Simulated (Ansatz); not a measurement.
LiF (Fm-3m) under hydrostatic pressure (compression positive): electron conductivity mass by r2SCAN, rigid bands (plane waves, PAW, scalar-relativistic; Ansatz, a program for electronic structure). The unloaded cell, whose axes the loads refer to:

```xyz
2
Lattice="0.0000 2.0039 2.0039 2.0039 0.0000 2.0039 2.0039 2.0039 0.0000" Properties=species:S:1:pos:R:3 pbc="T T T"
Li     0.0000     0.0000     0.0000
F      2.0039     2.0039     2.0039
```

| hydrostatic pressure (compression positive) (GPa) | volume per atom (Å³) | electron conductivity mass (mₑ) |
|---|---|---|
| -3.6 | 8.51 | ? |
| -2.4 | 8.34 | 0.867 |
| -1.2 | 8.19 | 0.878 |
| 0 | 8.05 | 0.887 |
| 1.2 | 7.92 | 0.898 |
| 2.4 | 7.80 | 0.909 |
| 4.8 | 7.59 | 0.931 |
| 7.2 | 7.40 | 0.942 |

### Question
Fit a straight line to ln(electron conductivity mass) against the load over the rows given, and predict the row at -3.6 GPa.

### Answer
The means are x̄ = 1.714 GPa and ȳ = -0.1039; Σ(x − x̄)(y − ȳ) = 0.6134 and Σ(x − x̄)² = 68.71, so the slope is 0.893 % per GPa, and the rows given lie within 0.49 % of the line. At -3.6 GPa the line gives 0.860 mₑ; the calculation gives 0.857 mₑ, 0.30 % from it.

Masses are for dilute carriers at 300 K, harmonic means over directions unless an axis is named. Spin-orbit coupling is left out. Stresses and pressures are the targets of the relaxation. The structure type is held at every load. Geometry: cell and atoms relaxed with PBEsol.
